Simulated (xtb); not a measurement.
xtb 6.7.1, GFN2-xTB: Si(F)(Me)(NHtBu)2 (CC(C)(C)N[Si](C)(F)NC(C)(C)C), 36 atoms. The geometry is a generated start, not checked to be a minimum at this level.

```json
{
 "run_flags": "--grad",
 "method": "GFN2-xTB",
 "--acc": "1 (default)",
 "--etemp (K)": "300 (default)",
 "basis_functions": "81",
 "valence_electrons": "80"
}
```

One run each on 1 thread. Values of broydamp tried: 0.02, 0.05, 0.1, 0.2, 0.4 (default), 0.6, 0.8, 1.

Problem. Predict the course of the SCC iterations along this series.

Solution. Fewest SCC iterations, within one of each other: 0.4 (default) with 12, 0.6 with 13, 0.8 with 13, 1 with 13. The count rises to 21 at 0.02. All converge to one solution.

| broydamp | SCC iterations | end |
|---|---|---|
| 0.02 | 21 | same solution |
| 0.05 | 18 | same solution |
| 0.1 | 17 | same solution |
| 0.2 | 15 | same solution |
| 0.4 (default) | 12 | same solution |
| 0.6 | 13 | same solution |
| 0.8 | 13 | same solution |
| 1 | 13 | same solution |
